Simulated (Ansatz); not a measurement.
BiRh in the NiAs type structure (space group P6_3/mmc, No. 194)

```yaml
crystal:
  lattice:
    - [4.11118, 0.00000, 0.00000]
    - [-2.05559, 3.56038, 0.00000]
    - [0.00000, 0.00000, 5.63649]
  atoms:
    - { symbol: Bi, position: [0.33333, 0.66667, 0.25000] }
    - { symbol: Bi, position: [0.66667, 0.33333, 0.75000] }
    - { symbol: Rh, position: [0.00000, 0.00000, 0.50000] }
    - { symbol: Rh, position: [0.00000, 0.00000, 0.00000] }
```

Computed with Ansatz (an electronic-structure program) PBEsol, without spin-orbit coupling. k-mesh 13×13×8 (Γ-centred); smearing 0.05 eV (Fermi–Dirac).

Volume per atom: 20.63 Å³
Density: 12.55 g/cm³
Band gap: zero
Total energy: -9290.538 eV/atom (σ→0; compares only within this code and set-up)

Stability against distortions was not tested. All final runs are without spin polarisation.
